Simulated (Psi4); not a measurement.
Psi4 1.11, B3LYP/def2-svp: Si(F)(Br)(OH)2 (O[Si](O)(F)Br), 7 atoms. The geometry is a generated start, not checked to be a minimum at this level.

```json
{
  "task": "energy",
  "method": "b3lyp",
  "basis": "def2-svp",
  "memory": "3 GB",
  "maxiter": "100",
  "keys_of_the_molecule_block": "symmetry c1",
  "scf_type": "df (default)",
  "e_convergence": "1e-06 (default)",
  "d_convergence": "1e-06 (default)",
  "dft_radial_points": "75 (default)",
  "dft_spherical_points": "302 (default)",
  "basis_functions": "102",
  "grid_points": "150248"
}
```

```xyz
7

O      0.3614     1.4489     0.3079
Si     0.1924    -0.1340     0.1441
O     -1.1493    -0.6178    -0.5974
F      0.2118    -0.6801     1.6390
Br     1.8845    -0.9961    -0.9243
H      0.3499     2.0621    -0.4176
H     -1.8507    -1.0830    -0.1517
```

With the defaults (diis = true, scf_initial_accelerator = adiis, damping_percentage = 0, guess = auto, which took SAD, diis_start = 1, level_shift = 0, level_shift_cutoff = 0.01, diis_max_vecs = 10) it converges in 9 SCF iterations. One run each on 2 threads, with these changes:
- guess = gwh
- diis_start = 4
- damping_percentage = 20
- level_shift = 0.1, level_shift_cutoff = 0.001
- diis = false, scf_initial_accelerator = none, damping_percentage = 60
- damping_percentage = 60
- guess = modhuckel
- guess = sap
- diis_max_vecs = 6

Which of these changes keep the SCF from converging, or lead it to another solution?

No convergence: diis = false, scf_initial_accelerator = none, damping_percentage = 60 (the run ends without SCF convergence in 100 iterations). The rest reach the solution of the defaults.

```csv
setting,SCF iterations,end
the defaults,9,same solution
"level_shift = 0.1, level_shift_cutoff = 0.001",9,same solution
diis_max_vecs = 6,9,same solution
guess = modhuckel,10,same solution
guess = sap,11,same solution
diis_start = 4,13,same solution
guess = gwh,14,same solution
damping_percentage = 20,19,same solution
damping_percentage = 60,66,same solution
"diis = false, scf_initial_accelerator = none, damping_percentage = 60",100,no convergence
```
